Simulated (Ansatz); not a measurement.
The starting structures come from a database of crystals and need not be the phases stable at ambient conditions.

Given:

```xyz
6
Lattice="6.7540 0.0000 0.0000 0.0000 7.8002 0.0000 3.3770 0.0000 3.3770" Properties=species:S:1:pos:R:3 pbc="T T T"
Ba     5.0655     6.4500     1.6885
Ba     1.6885     1.3502     1.6885
H      3.3770     0.0000     0.0000
H      0.0000     0.0000     0.0000
I      1.6885     5.1448     1.6885
I      5.0655     2.6554     1.6885
```

Space group of this cell: P4/nmm. The cell is taken as given.

Transport runs along the normal of the first two printed cell vectors, the (110) plane of the conventional cell.

The gap is the functional's own. No spin-orbit coupling. Mid-gap values are interpolated on the energy grid.

**Question.** State the band gap and the smallest decay constant κ at mid-gap according to r2SCAN (Ansatz, a program for electronic structure).

**Answer.** Gap 3.22 eV on a 10×4×10 mesh; κ = 0.350 1/Å, at the zone centre.
